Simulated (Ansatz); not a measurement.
Results of LDA (plane waves, PAW; Ansatz, a quantum-chemistry and plane-wave program) for Cd (Fm-3m, No. 225, 1 atom in the cell; start mp-1096861; another form than the element's usual one).

Settings: plane-wave cutoff 520 eV, 22×22×22 k mesh, Fermi–Dirac smearing 0.05 eV, scalar-relativistic PAW data made under PBE.

Cell (relaxed at this level):

```xyz
1
Lattice="0.0000 2.1530 2.1530 2.1530 0.0000 2.1530 2.1530 2.1530 0.0000" Properties=species:S:1:pos:R:3 pbc="T T T"
Cd     0.0000     0.0000     0.0000
```

Estimate the bulk modulus that the calculation returns.


- bulk modulus: 68.7 GPa

The run finds no gap.

Note: the bulk modulus is −V dP/dV from two relaxed cells at ±2 % in volume; the relaxation could not lower the start's symmetry, so the cell can be a saddle point above a distorted one.

Computed values are for the static lattice.

A start named mp-… is a Materials Project structure, which need not be a measured phase.
